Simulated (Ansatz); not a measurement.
BaSn5 (P6/mmm), PBEsol, DFPT electron-phonon coupling, linearised Boltzmann equation (Ansatz, a program for electronic structure). Phonon-limited resistivity 17.9 μΩ·cm at 300 K along x (a = (5.32, 0.00, 0.00) Å; b = (-2.66, 4.61, 0.00) Å; c = (0.00, 0.00, 7.09) Å), 24.0 μΩ·cm at 400 K, current-weighted mean free path 6.2 nm.

Q: What is the classical skin depth at 100 GHz (nonmagnetic, μ₀ = 1.257×10⁻⁶ H/m)?

A: δ = √(ρ/(π f μ₀)) = 673 nm.

Q: Estimate the electronic thermal conductivity at 300 K by the Wiedemann-Franz law (L₀ = 2.44×10⁻⁸ W·Ω/K²).

A: L₀T/ρ = 2.44×10⁻⁸ × 300/(17.9×10⁻⁸) = 40.9 W/(m·K). Inelastic scattering puts the true Lorenz number somewhat under L₀ near and below the Debye temperature.

Q: What temperature coefficient of resistance follows, and how does it compare with 1/T?

A: (ρ₄₀₀ − ρ₃₀₀)/(100 K × ρ₃₀₀) = 3.41×10⁻³ K⁻¹, against 1/T = 3.33×10⁻³ K⁻¹ for a resistivity proportional to T. Impurities would add a constant and lower it.

A metal at this level (no band gap). Only scattering by harmonic phonons is included (no impurities, grain boundaries, electron-electron scattering or thermal expansion). Spin-orbit coupling is left out. The squared frequency of the phonon mode least converged on the k mesh is uncertain by about 18 %. Halving the electron mesh (20x20x12) moves the resistivity by up to 11 % at 300 K, the mean free path by up to 8 %. Smearing 0.20 eV; phonons on a 3x3x2 q mesh, which this run doesn't test.

Computed structure with no diffraction record at hand here (it may be known, metastable or hypothetical): BaSn5 (P6/mmm).
